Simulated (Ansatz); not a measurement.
We consider MgAl3N3O (model structure, Pm, No. 6, 8 atoms in the cell), described by r²SCAN (Ansatz, a first-principles code, PAW).

Run with plane-wave cutoff 560 eV, 8×10×6 k mesh (along the axes of the cell as run), Fermi–Dirac smearing 0.01 eV, scalar-relativistic PAW data made under PBE.

Cell (relaxed at this level):

```
CELL_PARAMETERS angstrom
      5.03947     0.00000    -0.00468
      0.00000     3.14710     0.00000
     -0.00505     0.00000     5.48175
ATOMIC_POSITIONS crystal
  Mg 0.48978 0.00000 0.33403
  Al 0.01517 0.50000 0.15428
  O  0.90535 0.00000 0.33403
  N  0.37016 0.50000 0.15104
  Al 0.48686 0.50000 0.83585
  Al 0.00752 0.00000 0.67781
  N  0.87267 0.50000 0.83109
  N  0.37249 0.00000 0.68187
```

**Question.** Give the computed band gap.

**Answer.** 
* **band gap**: 2.48 eV (direct)

Note: the relaxation could raise the start's symmetry but not lower it, so the cell can be a saddle point.

Static lattice: no zero-point or thermal effects.

Cost on a shared machine: roughly 90 core-seconds.

A model structure was made by putting elements into a prototype or built by hand; it is no filed structure, need not be a known phase, and can be a saddle point held by its symmetry.
